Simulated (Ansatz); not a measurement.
Functionals compared on H2O on the 1x1 (110) surface of rutile TiO2 (cut with top plane O), one in a 2x1 cell, started at the site 'over O at depth 1.2 Å', in Ansatz (plane waves, PAW). The structure was relaxed with PBE; the other rows are single points on it, each with its references at the same level. Cutoff 420 eV (500 eV for r2SCAN).

Host crystal: rutile TiO2, with a band gap (PBE, scalar-relativistic without spin-orbit coupling).

Set-up: 51 atoms, 12.7 Å thick at the start under the adsorbate; mesh 4x3x1; 0.01 eV smearing; dipole correction on; 24 atoms held, the rest relaxed; no symmetry held; no spin, no spin-orbit, no U, no dispersion correction. At the end it is bonded to Ti. In PBE it is, or lies within 0.03 eV of, the lowest of the starts that converged. These notes are the PBE run's. Adsorption energies are against H2O(g). A negative adsorption energy means that the adsorbate is more stable on the surface than in its reference.

```
functional  adsorption energy (eV)
----------  ----------------------
PBE                          -0.60
RPBE                           ___
r2SCAN                       -0.85
```

### Question
What belongs in the gaps?

### Answer

- RPBE, adsorption energy (eV): -0.31

Ansatz is a program for electronic structure.
